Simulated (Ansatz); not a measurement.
Take ZrB2 (space group P6/mmm, No. 191; a = 3.155 Å, c = 3.506 Å; relaxed with 0.1 eV smearing) as the base. Axes: x lies along a and z along c of the hexagonal cell.

All numbers come from plane-wave PAW DFT at the PBEsol level (Ansatz, a first-principles code, 420 eV), without spin-orbit coupling.

Modification: uniaxial strain ε_xx = +2.50 %, all other strain components held at zero, atoms relaxed at fixed cell.

Q: Predict the stress tensor and what it implies for the stiffness.

A: Stress of the strained cell less that of the base (GPa, compression positive):
```
  -13.6     0.0     0.0
    0.0    -1.3     0.0
    0.0     0.0    -3.0
```

Then −Δσ_ii/ε with ε = 0.0250 gives secant stiffness values (nonlinear terms included at this strain): C11 ≈ 543 GPa, C12 ≈ 52 GPa and C13 ≈ 119 GPa.

As a check, the harmonic strain energy −½ V₀ Δσ:ε is 11 meV/atom; the computed energy rise is 11 meV/atom.

No phonon test of stability was made. The final runs are not spin-polarised.
